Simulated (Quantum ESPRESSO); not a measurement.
Worked example: self-consistent single point of Mg2Ge (Fm-3m, 3 atoms in the cell) in Quantum ESPRESSO.

Computed with PBE, PseudoDojo standard norm-conserving (PBE) pseudopotentials (plane waves; Quantum ESPRESSO 7.5).

```xyz
3
Lattice="0.0000 3.1913 3.1913 3.1913 0.0000 3.1913 3.1913 3.1913 0.0000" Properties=species:S:1:pos:R:3 pbc="T T T"
Mg     4.7870     4.7870     4.7870
Mg     1.5957     1.5957     1.5957
Ge     0.0000     0.0000     0.0000
```

Reference input (self-consistent single point, DFT, PBE, plane waves, PseudoDojo standard norm-conserving (PBE) pseudopotentials): ecutwfc = 85 Ry; occupations = smearing; smearing = methfessel-paxton; degauss = 0.0073499 Ry; potentials = {Mg: Mg.upf, Ge: Ge.upf}; K_POINTS = automatic 9 9 9 0 0 0; conv_thr = 1e-11 Ry; mixing_beta = 0.5. This run's input differs from it in these lines:

```diff
@@ -18,3 +18,3 @@
 &ELECTRONS
-  conv_thr = 1.0e-11
+  conv_thr = 7.3e-05
   mixing_beta = 0.5
```

The program printed (abridged):

```
     Self-consistent Calculation

     iteration #  1     ecut=    85.00 Ry     beta= 0.50

     Threshold (ethr) on eigenvalues was too large:
     Diagonalizing with lowered threshold

     total energy              =    -416.26944418 Ry
     estimated scf accuracy    <       0.11669612 Ry

     iteration #  2     ecut=    85.00 Ry     beta= 0.50

     total energy              =    -416.28725982 Ry
     estimated scf accuracy    <       0.00600772 Ry

     iteration #  3     ecut=    85.00 Ry     beta= 0.50

     WARNING: integrated charge=    34.00005887, expected=    34.00000000

     total energy              =    -416.28759843 Ry
     estimated scf accuracy    <       0.00107199 Ry

     iteration #  4     ecut=    85.00 Ry     beta= 0.50
     End of self-consistent calculation

     the Fermi energy is     7.3341 ev

     WARNING: integrated charge=    34.00000622, expected=    34.00000000

!    total energy              =    -416.28768729 Ry
     estimated scf accuracy    <       0.00005100 Ry
     smearing contrib. (-TS)   =       0.00001702 Ry
     internal energy E=F+TS    =    -416.28770431 Ry

     convergence has been achieved in   4 iterations

     Forces acting on atoms (cartesian axes, Ry/au):

     atom    1 type  1   force =     0.00000000    0.00000000    0.00000000
   [... zero for the other atoms too ...]

     Total force =     0.000000     Total SCF correction =     0.000000

          total   stress  (Ry/bohr**3)                   (kbar)     P=       19.63
   0.00013341   0.00000000   0.00000000           19.63        0.00        0.00
   0.00000000   0.00013341   0.00000000            0.00       19.63        0.00
   0.00000000   0.00000000   0.00013341            0.00        0.00       19.63

   JOB DONE.
```

The run converged in 4 iterations. Against the reference run the free energy is nearly the same (within 1 meV/atom) and the pressure goes from 1.01 to 1.96 GPa. The full log also holds: “WARNING: integrated charge=    34.00000622, expected=    34.00000000”.

The starting cell comes from a database of computed structures (which also holds hypothetical and non-ambient phases and stackings), without a prior relaxation at this level. Its lattice was rescaled by a random factor within 2.5 % of one.

Cost on one core of a shared machine: roughly 40 s.
